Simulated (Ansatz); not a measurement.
Start from AlAs in the zinc blende structure (space group F-43m, No. 216; a = 5.675 Å). Axes: x, y, z lie along the cube axes.

Calculations: Ansatz (an electronic-structure program) PBEsol, scalar-relativistic without spin-orbit coupling.

For the base:

```
Item                             Value
-----------------------------  -------
Band gap                       1.34 eV
Shortest interatomic distance  2.457 Å
Smallest direct gap            1.91 eV
```

Now apply this change: biaxial strain +3.56 %, plane normal [111], relaxed out of plane (Cartesian); in-plane vectors clamped, the third vector and the atoms free.

Task: How does this affect the band gap, shortest interatomic distance, smallest direct gap and in-plane stress?

Result: The band gap shrinks by 0.226 eV (1.34 eV → 1.12 eV); the shortest interatomic distance rises by 0.005 Å (2.457 Å → 2.462 Å); the smallest direct gap drops by 0.71 eV to 1.20 eV; the mean in-plane stress (compression positive) comes out as -5.0 GPa.

Whether these cells are dynamically stable was not tested.
